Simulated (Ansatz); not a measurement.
CsPbCl3 (Pm-3m) under uniaxial stress zz (compression positive): electron conductivity mass by PBEsol with spin-orbit coupling, rigid bands (plane waves, PAW; Ansatz, an electronic-structure program). The unloaded cell, whose axes the loads refer to:

```
CsPbCl3
1.0
    5.61822     0.00000     0.00000
    0.00000     5.61822     0.00000
    0.00000     0.00000     5.61822
Cs Pb Cl
1 1 3
Cartesian
  0.00000   0.00000   0.00000
  2.80911   2.80911   2.80911
  0.00000   2.80911   2.80911
  2.80911   0.00000   2.80911
  2.80911   2.80911   0.00000
```

```json
[
 {"uniaxial stress zz (compression positive) (GPa)": "-2", "volume per atom (Å³)": "36.72", "electron conductivity mass (mₑ)": "?"},
 {"uniaxial stress zz (compression positive) (GPa)": "-1", "volume per atom (Å³)": "36.01", "electron conductivity mass (mₑ)": "0.174"},
 {"uniaxial stress zz (compression positive) (GPa)": "0", "volume per atom (Å³)": "35.47", "electron conductivity mass (mₑ)": "0.164"},
 {"uniaxial stress zz (compression positive) (GPa)": "1", "volume per atom (Å³)": "35.05", "electron conductivity mass (mₑ)": "0.156"},
 {"uniaxial stress zz (compression positive) (GPa)": "2", "volume per atom (Å³)": "34.69", "electron conductivity mass (mₑ)": "0.147"}
]
```

Task: Fit a straight line to ln(electron conductivity mass) against the load over the rows given, and predict the row at -2 GPa.

Result: The means are x̄ = 0.500 GPa and ȳ = -1.8330; Σ(x − x̄)(y − ȳ) = -0.2779 and Σ(x − x̄)² = 5.000, so the slope is -5.56 % per GPa, and the rows given lie within 0.28 % of the line. At -2 GPa the line gives 0.184 mₑ; the calculation gives 0.185 mₑ, 0.66 % from it.

Masses are for dilute carriers at 300 K, harmonic means over directions unless an axis is named. Stresses and pressures are the targets of the relaxation. The structure type is held at every load. Geometry: cell and atoms relaxed with PBEsol.

CsPbCl3 (Pm-3m): a high-temperature phase held by its symmetry.
